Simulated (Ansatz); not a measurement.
Amorphous cells of 8 compositions: the gap between the highest filled and lowest empty level at the zone centre, by PBE and by a single point of r2SCAN on the same geometry (PBE, scalar-relativistic without spin-orbit coupling (plane waves to 420 eV, PAW; Ansatz, a first-principles code); r2SCAN at 500 eV). The networks come from melt-quench runs on the CHGNet potential at compositions and starting densities chosen by hand, with anions pushed apart in the CHGNet dynamics, and DFT then relaxed them. The cells are small and were quenched far faster than real films, so single cells scatter. Defect or tail levels can set these gaps. The rows are the first to finish with both values and no moments.

```csv
cell,PBE gap x (eV),r2SCAN gap y (eV)
"A (Si24O51W, 2.43 g/cm3)",1.64,1.94
"B (Si24O53Nb2, 2.26 g/cm3)",3.37,3.72
"C (Si24O51Sb2, 2.45 g/cm3)",3.56,3.97
"D (Si24O56Al2P2, 2.25 g/cm3)",3.62,4.23
"E (Si24O53Ta2, 2.65 g/cm3)",4.49,4.93
"F (Si24O51Y2, 2.38 g/cm3)",4.56,5.17
"G (Si24O51Sc2, 2.28 g/cm3)",4.62,withheld
"H (Si24O53P2, 2.21 g/cm3)",4.73,5.42
```

Question: Fit a straight line through the 7 full rows and predict the withheld value for G (Si24O51Sc2, 2.28 g/cm3).

Answer: Means: x = 3.710, y = 4.197. Slope = Σ(Δx Δy) / Σ(Δx²) = 7.512 / 6.802 = 1.1; the r.m.s. residual is 0.092. Prediction: 4.197 + 1.1 × (4.62 − 3.710) = 5.20. The run gave 5.24, 0.04 above the line.
